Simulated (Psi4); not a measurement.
Psi4 1.11, HF/def2-svp: Si(F)2(GeH3)(NMe2) (CN(C)[Si](F)(F)[GeH3]), 16 atoms. The geometry is a generated start, not checked to be a minimum at this level.

```json
{
 "task": "energy",
 "method": "scf",
 "basis": "def2-svp",
 "memory": "3 GB",
 "maxiter": "100",
 "keys_of_the_molecule_block": "symmetry c1",
 "scf_type": "df (default)",
 "e_convergence": "1e-06 (default)",
 "d_convergence": "1e-06 (default)",
 "basis_functions": "165"
}
```

```xyz
16

C     -0.2767     1.4254     0.6639
N     -0.7586     0.2576    -0.0303
C     -2.1480     0.3506    -0.4201
Si     0.2055    -1.0787    -0.4430
F     -0.4671    -2.4349     0.1011
F      0.0671    -1.3918    -2.0144
Ge     2.4068    -0.8992     0.1735
H     -0.8686     1.6025     1.5677
H     -0.3482     2.3120     0.0258
H      0.7662     1.2864     0.9538
H     -2.3027     1.2078    -1.0847
H     -2.7850     0.4702     0.4618
H     -2.4380    -0.5546    -0.9445
H      3.2198    -2.0941    -0.1967
H      2.6201    -0.7218     1.6442
H      3.1073     0.2626    -0.4581
```

With the defaults (damping_percentage = 0, scf_initial_accelerator = adiis, soscf = false, soscf_start_convergence = 0.01, diis_max_vecs = 10, guess = auto, which took SAD, diis = true) it converges in 8 SCF iterations. One run each on 2 threads, with these changes:
- diis_max_vecs = 3
- scf_initial_accelerator = ediis
- damping_percentage = 60
- damping_percentage = 20
- soscf = true
- guess = gwh
- soscf = true, soscf_start_convergence = 0.1
- damping_percentage = 60, scf_initial_accelerator = none, diis = false
- scf_initial_accelerator = none

Q: Which runs fail or end elsewhere than the default run?

A: No convergence: damping_percentage = 60 (the run ends without SCF convergence in 100 iterations). The rest reach the solution of the defaults.

```csv
setting,SCF iterations,JK calls,end
"soscf = true, soscf_start_convergence = 0.1",5,16,same solution
soscf = true,6,17,same solution
the defaults,8,9,same solution
scf_initial_accelerator = none,8,9,same solution
scf_initial_accelerator = ediis,8,9,same solution
diis_max_vecs = 3,9,10,same solution
guess = gwh,14,14,same solution
damping_percentage = 20,18,19,same solution
"damping_percentage = 60, scf_initial_accelerator = none, diis = false",37,38,same solution
damping_percentage = 60,100,101,no convergence
```

An SOSCF iteration holds several JK calls; a Hückel guess adds calls on atoms.
